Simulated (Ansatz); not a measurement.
Worked calculations on one periodic cell of amorphous Al₂₈O₄₃Ba: Al28O43Ba, 72 atoms, volume 804.7 Å³, made by a melt-quench on the CHGNet potential and relaxed with DFT. O atoms were pushed apart under 1.9 Å during the dynamics, to hinder bonds among them. It is a model cell: composition and starting density were chosen by hand, and all elements were melted together. Cycles of charging were run to anneal it. These are PBE, scalar-relativistic without spin-orbit coupling (plane waves to 420 eV, PAW; Ansatz, an electronic-structure program) values and carry that method's errors. Sampling: a 2×2×2 Γ-centred mesh; Fermi-Dirac width 0.02 eV; no spin polarisation. Its volume was held where the quench left it, its shape was free, and it stands at a mean pressure of 3.8 GPa with stress components up to 3.9 GPa; the relaxation ran on the zone centre alone. Its density went from a set 3.26 to 3.26 g/cm³. The cell is small and was quenched far faster than a real film, so it is one sample of the glass.

Four energies for an added electron at PBE on the zone centre alone (charged cells in a uniform background, spin-polarised): neutral at the neutral geometry -45494.949 eV; charged at the neutral geometry -45486.132 eV; charged and relaxed -45486.273 eV; neutral at the charged geometry -45494.046 eV.

### Question
Find the two relaxation energies and their sum, the reorganisation energy.

### Answer
On charging: -45486.132 − (-45486.273) = 0.141 eV. On discharging: -45494.046 − (-45494.949) = 0.903 eV. The sum is 1.044 eV. The carrier's level spreads over 10 of the 72 atoms' worth, so it counts as partly localised, most on one Al atom with neighbours O 1.74 Å, O 1.78 Å, O 1.80 Å, O 1.87 Å (neutral geometry). The values are uncorrected: the image energy of a point charge in this cell, 2.84 × 14.40 / (2 × 9.3) = 2.2 eV before screening, is screened by electrons alone at the fixed geometry and by ions too after relaxing, and the carrier can be spread before it relaxes, so each term can be off by up to that value times 1/ε∞, some tenths of an eV. PBE's self-interaction favours spread-out carriers, so a hybrid can localise more.

Four energies for a hole at PBE on the zone centre alone (charged cells in a uniform background, spin-polarised): neutral at the neutral geometry -45494.949 eV; charged at the neutral geometry -45500.222 eV; charged and relaxed -45500.503 eV; neutral at the charged geometry -45494.130 eV.

### Question
Find the two relaxation energies and their sum, the reorganisation energy.

### Answer
On charging: -45500.222 − (-45500.503) = 0.281 eV. On discharging: -45494.130 − (-45494.949) = 0.819 eV. The sum is 1.100 eV. The carrier's level spreads over 4 of the 72 atoms' worth, so it counts as localised, most on one O atom with neighbours Al 1.82 Å, Al 1.83 Å, Al 1.99 Å (neutral geometry). The values are uncorrected: the image energy of a point charge in this cell, 2.84 × 14.40 / (2 × 9.3) = 2.2 eV before screening, is screened by electrons alone at the fixed geometry and by ions too after relaxing, and the carrier can be spread before it relaxes, so each term can be off by up to that value times 1/ε∞, some tenths of an eV. PBE's self-interaction favours spread-out carriers, so a hybrid can localise more.
